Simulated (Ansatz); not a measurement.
Results of PBE+SOC (Ansatz, a first-principles code, PAW) for L1₀ (CuAu-type) CuAu.

Settings: plane-wave cutoff 520 eV, 20×20×16 k mesh (along the axes of the cell as run), Fermi–Dirac smearing 0.05 eV, PAW data made under PBE.

Cell (relaxed at this level):

Space group P4/mmm (No. 123); a = b = 2.8452 Å, c = 3.6835 Å, α = β = γ = 90.00°

| atom | site | symmetry | x | y | z |
|---|---|---|---|---|---|
| Cu | 1a | 4/mmm | 0.0000 | 0.0000 | 0.0000 |
| Au | 1d | 4/mmm | 0.5000 | 0.5000 | 0.5000 |

### Question
Give the computed bulk modulus and pressure derivative B′ of the bulk modulus.

### Answer

- bulk modulus = 144 GPa
- pressure derivative B′ of the bulk modulus = 5.3

The run finds no gap.

Note: the bulk modulus comes from volumes at which shape and atoms were relaxed.

Computed values are for the static lattice.

The result took around 50 core-minutes (rough).
